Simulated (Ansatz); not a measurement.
Given:

```xyz
2
Lattice="3.9891 0.0000 0.0000 0.0000 3.9891 0.0000 1.9946 -1.9946 2.9625" Properties=species:S:1:pos:R:3 pbc="T T T"
Cd     0.0000     0.0000     0.0000
S      3.9891     1.9946     1.4813
```

No spin polarisation.

Calculations: DFT with LDA, PAW potentials and a 420 eV plane-wave cutoff in Ansatz (a first-principles code), no SOC. Γ-centred 10×10×10 mesh, Fermi–Dirac width 0.05 eV.

Question: Predict the electron mass, band gap and space group.

Answer: 
* **Electron mass**: 0.11 mₑ out of plane, 0.10 mₑ in plane (at Γ)
* **Band gap**: 0.91 eV
* **Space group**: I-4m2 (No. 119)

The cells carry an imposed strain or load. Effective masses come from finite differences of ±0.01 Å⁻¹. Stability against distortions was not tested. The cell was made from CdS in the zinc blende structure (space group F-43m, No. 216) by this change: biaxial strain −2.00 %, plane normal [001], relaxed out of plane.
